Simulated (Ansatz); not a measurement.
Structures of equal composition on the (000-1) surface of wurtzite GaN (N plane on top): 2x2 Ga adatom at H3; 2x2 Ga adatom at T1; 2x2 Ga adatom at T4. The slabs share one bottom face, and each structure is named by its start. These are constructed structures in small cells; real faces may alloy, dewet or reconstruct in larger ones, and not all known structures of the face are among them. Slabs of about 14 Å with all that they carry, Fermi-Dirac smearing of 0.025 eV. Bottom of the slabs: H caps. Relaxed from the named starts with such symmetry as they have, on meshes of like density; energies extrapolated to zero smearing; no spin-orbit coupling, no U. Spin-polarised runs, if any, are marked in brackets, and their order is one that fits the cell; the others ran without spin. Where a second, spin-polarised start was run, the lower counts.

Host crystal: wurtzite GaN, with a band gap (PBE, scalar-relativistic without spin-orbit coupling).

Method: PBE (plane waves to 420 eV, PAW; Ansatz, a quantum-chemistry and plane-wave program).

**Question.** Put the candidates in order of energy per 1x1 cell, lowest first, for PBE.

**Answer.** 2x2 Ga adatom at H3 (0.000 eV, gap 0.64 eV on the mesh), 2x2 Ga adatom at T4 (0.212 eV (3 Ga–N bonds formed), gap 0.32 eV on the mesh), 2x2 Ga adatom at T1 (0.341 eV [spin, 2.0 μB a cell], no gap over 0.04 eV on the mesh)
